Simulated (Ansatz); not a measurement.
Stishovite (SiO2) was calculated with r²SCAN+rVV10 (PAW; Ansatz, a program for electronic structure).

Output (set-up and result lines):

```
Relaxation: its limit of steps is 80 (relax.max_steps)
Crystal: 6 atoms, lattice volume = 44.660 Å³
Basis set: ecut = 560 eV, 1339 PW (Γ), exchange–correlation on 96×96×72 points (27 copies of the dense FFT grid, shifted against one another)
Bands: 22, of which v1, the nominal top of the filled ones, is band 16 counted from 1 (15 counted from 0)
Symmetry: 16 space group operations
Space group: P42/mnm (ITA 136), of the structure as read, at distance tolerance 3.5e-5 Å
k-points: 105 of 768
Functional: x = r2scan, c = r2scan + rvv10(b = 11.95, C = 0.0093); τ floored in thin density (d = 2e-4 eV/Å³)
SCF iter   1: F=—  HF=-3557.108167 eV  |F-HF|=—  |Δ(HF+E_count)|=         —  Δρ=1.10e-2  dr2=4.57e-2  dr2_τ=5.78e-1
SCF iter   2: F=—  HF=-3557.434904 eV  |F-HF|=—  |Δ(HF+E_count)|=   3.27e-1  Δρ=6.43e-3  dr2=7.42e-3  dr2_τ=1.10e-3
  ...
SCF 1 converged in 6 iterations: F = -3557.435303 eV  dr2 = 1.36e-8
Crystal: 6 atoms, lattice volume = 44.660 Å³
Basis set: ecut = 560 eV, 1347 PW (Γ), exchange–correlation on 96×96×72 points (27 copies of the dense FFT grid, shifted against one another)
Initial density: handed on by an earlier stage of this run
SCF 2 converged in 3 iterations: F = -3557.437987 eV  dr2 = 5.38e-7
Crystal: 6 atoms, lattice volume = 44.660 Å³
SCF 3 converged in 4 iterations: F = -3557.442167 eV  dr2 = 2.56e-7
Crystal: 6 atoms, lattice volume = 44.660 Å³
SCF 4 converged in 3 iterations: F = -3557.442207 eV  dr2 = 5.61e-8
Crystal: 6 atoms, lattice volume = 44.660 Å³
SCF 5 converged in 3 iterations: F = -3557.442209 eV  dr2 = 5.89e-9
Crystal: 6 atoms, lattice volume = 44.660 Å³
SCF iter   4: F=—  HF=-3557.442213 eV  |F-HF|=—  |Δ(HF+E_count)|=   8.78e-9  Δρ=2.89e-7  dr2=1.21e-11  dr2_τ=9.82e-12
SCF iter   5: F=-3557.442213 eV  HF=-3557.442213 eV  |F-HF|=1.82e-12  |Δ(HF+E_count)|=  2.50e-11  Δρ=8.21e-8  dr2=5.34e-13  dr2_τ=5.22e-13
SCF 6 converged in 5 iterations: F = -3557.442213 eV  dr2 = 5.34e-13
SCF converged after 5 iterations
Free energy (F): -3557.442213 eV
Internal energy: -3557.442213 eV  (E = F + TS)
E sigma→0 (E₀):  -3557.442213 eV
Fermi energy:    14.528248 eV
--- Forces (eV/Å), atoms counted from 1 ---
  atom   1  Si    -0.00000000    -0.00000000     0.00000000
  atom   2  Si     0.00000000    -0.00000000     0.00000000
  atom   3  O     -0.00010250    -0.00010250     0.00000000
  atom   4  O     -0.00010250     0.00010250     0.00000000
  atom   5  O      0.00010250    -0.00010250     0.00000000
  atom   6  O      0.00010250     0.00010250     0.00000000
--- Stress (GPa, compression-positive) ---
       14.013805      -0.000000       0.000000
       -0.000000      14.013805       0.000000
        0.000000       0.000000      14.024996
  P = ⅓ Tr σ = 14.0175 GPa (140.175 kbar)
```

Question: Write an input file that could have produced this run (the log leaves some choices open).

Answer: Several could match; the one computed here: 
Ansatz 0.2 input:
```yaml
crystal:
  lattice:
    - [4.1191870405, 0.0, 0.0]
    - [0.0, 4.1191870405, 0.0]
    - [0.0, 0.0, 2.6320356388]
  atoms:
    - { symbol: Si, position: [0.0, 0.0, 0.0] }
    - { symbol: Si, position: [0.5, 0.5, 0.5] }
    - { symbol: O, position: [0.3057835321, 0.3057835321, 0.0] }
    - { symbol: O, position: [0.8057835321, 0.1942164679, 0.5] }
    - { symbol: O, position: [0.1942164679, 0.8057835321, 0.5] }
    - { symbol: O, position: [0.6942164679, 0.6942164679, 0.0] }
basis:
  ecutwfc: 560
  ecutrho_ratio: 4
  xc_grid: 3
kpoints:
  mp_grid: { grid: [8, 8, 12] }
hamiltonian:
  xc: r2scan
  dispersion: rvv10
  pseudopotentials: { kind: paw }
scf:
  occupations: { method: fermi_dirac, width: 0.01 }
output:
  forces: true
  stress: true
  eigenvalues: true
relax:
  f_tol: 0.004
  escape_saddle: false
  max_steps: 80
  cell: { stress_tol: 0.02, fix: [volume] }
```

The cell is one volume of an energy–volume scan, off the minimum.

The PAW data were made under PBE.

Computing time: very roughly 100 core-seconds.
